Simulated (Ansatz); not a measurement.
Ansatz (a first-principles code) run on Cs6Si2O7 (P2_1/c, 30 atoms in the cell): self-consistent single point.

Method of the run: PBEsol, default PAW files made with PBE (plane waves; Ansatz).

```
CELL_PARAMETERS angstrom
      7.27965     0.00000     0.00000
      0.00000     9.74284     0.00000
     -7.21172     0.00000     9.84635
ATOMIC_POSITIONS crystal
  O  0.00000 0.00000 0.00000
  O  0.00000 0.50000 0.50000
  Cs 0.29380 0.47523 0.04462
  Cs 0.70620 0.97523 0.45538
  Cs 0.70620 0.52477 0.95538
  Cs 0.29380 0.02477 0.54462
  Si 0.15710 0.12730 0.11880
  Si 0.84290 0.62730 0.38120
  Si 0.84290 0.87270 0.88120
  Si 0.15710 0.37270 0.61880
  O  0.22200 0.07350 0.26470
  O  0.77800 0.57350 0.23530
  O  0.77800 0.92650 0.73530
  O  0.22200 0.42650 0.76470
  Cs 0.11980 0.77152 0.22838
  Cs 0.88020 0.27152 0.27162
  Cs 0.88020 0.22848 0.77162
  Cs 0.11980 0.72848 0.72838
  Cs 0.50690 0.35458 0.40054
  Cs 0.49310 0.85458 0.09946
  Cs 0.49310 0.64542 0.59946
  Cs 0.50690 0.14542 0.90054
  O  0.39100 0.15200 0.12520
  O  0.60900 0.65200 0.37480
  O  0.60900 0.84800 0.87480
  O  0.39100 0.34800 0.62520
  O  0.00500 0.76750 0.43710
  O  0.99500 0.26750 0.06290
  O  0.99500 0.23250 0.56290
  O  0.00500 0.73250 0.93710
```

Reference input (self-consistent single point, DFT, PBEsol, plane waves, default PAW files made with PBE): basis.ecutwfc = 420 eV; kpoints.mp_grid.grid = 3 2 2; kpoints.mp_grid.shift = 0.5 0.5 0.5; hamiltonian.xc = pbesol; hamiltonian.pseudopotentials = {kind: paw} (the program's default PAW files); scf.occupations.method = cold; scf.occupations.width = 0.272 eV. This run's input differs from it in these lines:

Ansatz 0.2 input:
```diff
@@ -40,3 +40,3 @@
 kpoints:
-  mp_grid: { grid: [3, 2, 2], shift: [0.5, 0.5, 0.5] }
+  mp_grid: { grid: [4, 3, 3], shift: [0.5, 0.5, 0.5] }
 hamiltonian:
```

Log, with long lists cut:

```
SCF iter   1: F=—  HF=-77396.164917 eV  |F-HF|=—  |Δ(HF+E_count)|=         —  Δρ=1.00e-2  dr2=6.31e-1  ethr=1.77e-3  ⟨swp⟩=8.5  Hψ=8375  notcnv=0
all-band conjugate gradients solve this SCF's bands
preconditioner: auto → Resta (q_TF=auto, 2.230 Å⁻¹)
SCF iter   2: F=—  HF=-77396.018065 eV  |F-HF|=—  |Δ(HF+E_count)|=   1.47e-1  S|Δr|=    0.00e0  Δρ=3.29e-3  dr2=4.62e-2  ethr=3.03e-4  ⟨swp⟩=2.0  Hψ=2940  notcnv=0
   [... lines left out ...]
SCF iter   7: F=—  HF=-77396.009277 eV  |F-HF|=—  |Δ(HF+E_count)|=   1.45e-6  S|Δr|=    0.00e0  Δρ=2.09e-5  dr2=2.66e-6  ethr=1.05e-8  ⟨swp⟩=2.0  Hψ=2393  notcnv=0
SCF iter   8: F=—  HF=-77396.009277 eV  |F-HF|=—  |Δ(HF+E_count)|=   1.45e-7  S|Δr|=    0.00e0  Δρ=5.93e-6  dr2=2.67e-7  ethr=1.28e-9  ⟨swp⟩=2.0  Hψ=2561  notcnv=0
SCF iter   9: F=-77396.009277 eV  HF=-77396.009277 eV  |F-HF|=4.76e-9  |Δ(HF+E_count)|=   2.16e-7  S|Δr|=    0.00e0  Δρ=1.82e-6  dr2=2.42e-8  ethr=4.81e-11  ⟨swp⟩=12.3  Hψ=9177  notcnv=0
SCF 1 converged in 9 iterations: F = -77396.009277 eV  dr2 = 2.42e-8
Stability not checked (fill_not_monotonic)
Free energy (F): -77396.009277 eV
Internal energy: -77396.009277 eV  (E = F + TS)
E sigma→0 (E₀):  -77396.009277 eV
Fermi energy:    7.366590 eV
--- Forces (eV/Å), atoms counted from 1 ---
  atom   1  O      0.00000000     0.00000000     0.00000000
  atom   2  O     -0.00000000     0.00000000     0.00000000
  atom   3  Cs    -0.01812299    -0.04623881     0.01976051
  atom   4  Cs     0.01812299    -0.04623881    -0.01976051
  atom   5  Cs     0.01812299     0.04623881    -0.01976051
   [... 21 lines left out ...]
   [... lines left out ...]
  atom  30  O     -0.13812471     0.29913005    -0.14178218
--- Stress (GPa, compression-positive) ---
       -3.360298       0.000000      -0.377717
        0.000000      -3.576068      -0.000000
       -0.377716      -0.000000      -2.488986
  P = ⅓ Tr σ = -3.1418 GPa (-31.418 kbar)
  The stress holds the Pulay correction. Without it, at fixed plane waves, as pw.x and ABINIT print it: P = -3.3965 GPa
```

The run converged in 9 iterations. Against the reference run the free energy stays essentially unchanged (within 1 meV/atom), the pressure stays at -3.14 GPa, the largest force stays at 0.842 eV/Å and the gap on the mesh goes from 3.490 to 3.256 eV.

The starting cell comes from a database of published, mostly measured structures (it also holds non-ambient and calculated ones), without a prior relaxation at this level. Its lattice was rescaled by a random factor within 2.5 % of one. With a pressure of about -3 GPa the cell is away from its equilibrium volume at this level. Ansatz's pressure includes its estimate of the finite-basis (Pulay) stress. Another mesh or the band path of this cell gives a smaller gap, so this value is not converged in the mesh.

Cost on one core of a shared machine: roughly 2 min.
